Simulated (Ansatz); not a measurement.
Base system: MgS in the rock salt structure (space group Fm-3m, No. 225; a = 5.203 Å). Axes: x, y, z lie along the cube axes.

Method: r2SCAN (Ansatz, a first-principles code; PAW; 500 eV plane waves; no spin-orbit coupling).

Before the change:

```
Item                                 Value
---------------------  -------------------
Volume per atom                   17.61 Å³
Valence-band top at Γ  0.00, 0.00, 0.00 eV
Smallest direct gap                4.64 eV
```

It is then changed as follows: tensile biaxial strain of 1.00 % in the plane normal to [001], as in epitaxy on a mismatched substrate; the out-of-plane cell vector and the atoms relax.

Task: What does the calculation give for the volume per atom after the change?

Result: The volume per atom rises by 0.25 Å³, from 17.61 Å³ to 17.86 Å³.

Task: What happens to the valence-band top at Γ?

Result: The valence-band top at Γ (three highest levels, from the VBM) changes from 0.00, 0.00, 0.00 eV to 0.00, 0.00, -0.07 eV.

Task: How does this affect the smallest direct gap?

Result: The smallest direct gap falls by 0.14 eV to 4.50 eV.

Whether these cells are dynamically stable was not tested.
